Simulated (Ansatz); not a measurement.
Defect: interstitial O in monoclinic ZrO2 strained by +1.5 % along x and y, z held, charge state -2. The step: a concerted move, in which O travels most; the atom moves 1.55 Å along (-0.22, -0.12, -0.20) of the unit cell; the moving atom starts with neighbours O at 2.36, O at 2.40, O at 2.54, 2 O at 2.66; Zr at 2.09, Zr at 2.15, Zr at 2.17 Å and ends with O at 2.36, O at 2.40, O at 2.54, 2 O at 2.66; Zr at 2.09, Zr at 2.15, Zr at 2.17 Å. DFT values are from Ansatz (plane-wave PAW, 420 eV unless said) in a cell of 96 host sites, spin-restricted, static, with no finite-size correction. The charge state is imposed; whether it is stable for some Fermi level was not computed. Sites that were not tried may lie lower. For the PBE band: the saddle point's order was not checked, and it lies on a symmetry element of the cell, where a band can be held.

| Level | Forward barrier (eV) | Cost of the band or of the saddle's single point |
|---|---|---|
| CHGNet universal potential (has no charge state), its own band | 0.11 | - |
| PBE, the Γ point alone, band relaxed | 0.40 | about 23 core-minutes (a rough figure) |
| PBE, a 2×2×2 k-point mesh shifted by half a step, same geometries | 0.42 | around 9 core-minutes (rough) |

Ansatz is a quantum-chemistry and plane-wave program.
